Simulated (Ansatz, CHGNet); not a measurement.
For CoSn (P6/mmm, No. 191, 6 atoms in the cell; start mp-20536), the machine-learned potential CHGNet 0.3.0 (trained on PBE and PBE+U data) gives:

lattice constant a: 5.247 Å
lattice parameter c: 4.300 Å

**Question.** What does r²SCAN (Ansatz, a program for electronic structure, plane waves, PAW) give for the same quantities?

**Answer.** 
- lattice constant a: 5.242 Å (falls by 0.1 %)
- lattice parameter c: 4.187 Å (shrinks by 2.6 %)

Changes are worked out from the printed values.

Unless a cell is named, each level is at its own relaxed cell (CHGNet 0.3.0 17.09, r²SCAN 16.60 Å³/atom).

The crystal itself was run without spin with r²SCAN; a magnetic state was not tried in these runs.

Caveats: the relaxation could not lower the start's symmetry, so the cell can be a saddle point above a distorted one (CHGNet 0.3.0, r²SCAN). Ansatz's density-functional and Hartree–Fock values are scalar-relativistic unless marked +SOC, with PAW data made under PBE.

A start named mp-… is a Materials Project structure, which need not be a measured phase.
